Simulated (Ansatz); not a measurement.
What Si → Ru does to SiSe2

The parent structure is SiSe2 (space group Ibam, No. 72; a = 6.301 Å, b = 9.302 Å, c = 5.856 Å; made of chains).

One thing is altered: every Si is replaced by Ru; the structure is relaxed again.

The values are results of Kohn–Sham DFT with the PBEsol functional, run in Ansatz (a program for electronic structure) with PAW and 420 eV plane waves, without spin-orbit coupling, not measurements. k-mesh 12×12×12 (Γ-centred); smearing 0.05 eV (Fermi–Dirac), for the changed cell.

```csv
quantity,base,changed,shift
volume per atom,28.60 Å³,23.31 Å³,-5.29 Å³
density,3.60 g/cm³,6.15 g/cm³,+2.55 g/cm³
shortest interatomic distance,2.289 Å,2.329 Å,+0.0406 Å
band gap,1.65 eV,zero,–
```

Final structure:

```
RuSe2
1.0
   -2.71214     4.66262     2.76504
    2.71214    -4.66262     2.76504
    2.71214     4.66262    -2.76504
Se Ru
4 2
Cartesian
  1.39841   3.32529   2.76504
  1.31373  -1.33733   2.76504
  1.39841   5.99995   0.00000
  1.31373   1.33733   0.00000
  0.00000   0.00000   4.14757
  0.00000   0.00000   1.38252
```

Whether these cells are dynamically stable was not tested. As relaxed here, RuSe2 is a hypothetical phase, not in the database extracts checked. The final runs are not spin-polarised. No dispersion term is included in the PBEsol runs. RuSe2 has a high density of states at the Fermi level and may be magnetic at this level.
